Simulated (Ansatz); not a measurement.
Structures of equal composition on the (111) surface of fcc Pd: a layer of Os in place of the second plane; a layer of Os in place of the third plane. The slabs share one bottom face, and each structure is named by its start. These are constructed structures in small cells; real faces may alloy, dewet or reconstruct in larger ones, and not all known structures of the face are among them. Slabs of about 11 Å with all that they carry, Fermi-Dirac smearing of 0.1 eV. Bottom of the slabs: a bare face, its two planes held. Relaxed from the named starts with such symmetry as they have, on meshes of like density; energies extrapolated to zero smearing; no spin-orbit coupling, no U. Spin-polarised runs, if any, are marked in brackets, and their order is one that fits the cell; the others ran without spin.

All values below come from PBE (plane waves to 420 eV, PAW; Ansatz, an electronic-structure program).

Q: Put the candidates in order of energy per 1x1 cell, lowest first, for PBE.

A: a layer of Os in place of the third plane (0.000 eV), a layer of Os in place of the second plane (0.125 eV)
